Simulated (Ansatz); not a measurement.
Abridged Ansatz (a program for electronic structure) output:

```
Relaxation: its limit of steps is 60 (relax.max_steps)
Pseudopotential: Mg, paw, valence charge 10
Crystal: 3 atoms, lattice volume = 58.242 Å³
Basis set: ecut = 420 eV, 1111 PW (Γ), exchange–correlation on 108×108×108 points (8 copies of the dense FFT grid, shifted against one another)
Bands: 19, of which v1, the nominal top of the filled ones, is band 15 counted from 1 (14 counted from 0)
Symmetry: 12 space group operations
k-points: 489 of 4913
Functional: x = pbesol(κ = 0.804, μ = 0.12345679012345678), c = pbesol(β = 0.046)
SCF iter   1: F=—  HF=-5735.958669 eV  |F-HF|=—  |Δ(HF+E_count)|=         —  Δρ=2.29e-3  dr2=2.21e-3  ethr=1.77e-3  ⟨swp⟩=5.5  Hψ=40813  notcnv=0
SCF iter   2: F=—  HF=-5735.956340 eV  |F-HF|=—  |Δ(HF+E_count)|=   2.33e-3  Δρ=1.25e-3  dr2=8.35e-4  ethr=7.37e-6  ⟨swp⟩=2.6  Hψ=20806  notcnv=0
SCF 1 converged in 6 iterations: F = -5735.955885 eV  dr2 = 2.63e-8
relax step   1: F+E_penalty+E_count = -5735.95588536 eV  Δ(F+E_penalty+E_count) = +0.000e0 eV  max|allowed force component| = 2.009e-4 eV/Å  Δτ_max = 0.0000 Å  P = +7.503 GPa  Ω = 58.242 Å³  (6 SCF iters, dr2 threshold 1.00e-7 eV, accepted)
[... steps on the carried basis left out ...]
relax step   5: F+E_penalty+E_count = -5735.84264490 eV  Δ(F+E_penalty+E_count) = +4.116e-5 eV  max|allowed force component| = 1.357e-4 eV/Å  Δτ_max = 0.0000 Å  P = +10.000 GPa  Ω = 56.161 Å³  stress off target by 4.27e-3 GPa  SCF on the basis re-selected at this cell (its energy is not comparable with the rows above)  (5 SCF iters)
SCF converged after 5 iterations
Free energy (F): -5735.842645 eV
Internal energy: -5735.835437 eV  (E = F + TS)
E sigma→0 (E₀):  -5735.839041 eV
Entropy (-TS):   -0.007208 eV (-2.403 meV/atom)
Fermi energy:    7.451619 eV
--- Forces (eV/Å), atoms counted from 1 ---
  atom   1  Mg    -0.00000000     0.00000000    -0.00000000
  atom   2  Mg     0.00000000    -0.00000000    -0.00013571
  atom   3  Mg     0.00000000     0.00000000     0.00013571
--- Stress (GPa, compression-positive) ---
        9.997889      -0.000000       0.000000
       -0.000000       9.997889      -0.000000
        0.000000      -0.000000      10.004271
  P = ⅓ Tr σ = 10.0000 GPa (100.000 kbar)
--- Relaxed structure (4 steps of the walk, 4 accepted, 1 SCFs on fresh bases) ---
  cell:  # Å, volume = 56.1606 Å³
    - [1.4899774717434977, 0.860238894397586, 7.302670521095737]
    - [-1.4899774717434977, 0.860238894397586, 7.302670521095737]
    - [2.190942802167604e-34, -1.720477788795172, 7.302670521095737]
  atoms:
    - { symbol: Mg, position: [1.6295147756079013e-21, 1.6295147756097798e-21, 1.6295147756091349e-21] }
    - { symbol: Mg, position: [0.22204813429074882, 0.22204813429074882, 0.22204813429074882] }
    - { symbol: Mg, position: [0.7779518657092515, 0.7779518657092515, 0.7779518657092515] }
```

Problem. What was computed, and what are the main results?

Solution. Mg, 3 atoms in the cell, with Ansatz PBEsol, no SOC, from a series relaxed to a target (pressure 10 GPa). The last SCF converged to F = -5735.842645 eV, or -1911.9475 eV per atom, at a pressure of 10.00 GPa. The total energy compares only with runs of the same code, potentials and settings.

Load acts through the strain it causes; cell and atoms are relaxed under it. No phonon test of stability was made. Competing high-pressure phases were not computed. The cell was made from Mg (space group R-3m, No. 166; a cell from a computed database, its experimental status unchecked) by this change: pressure 10 GPa. This is not the structure that Mg has at room temperature and ambient pressure.

Keys are those of Ansatz 0.2.
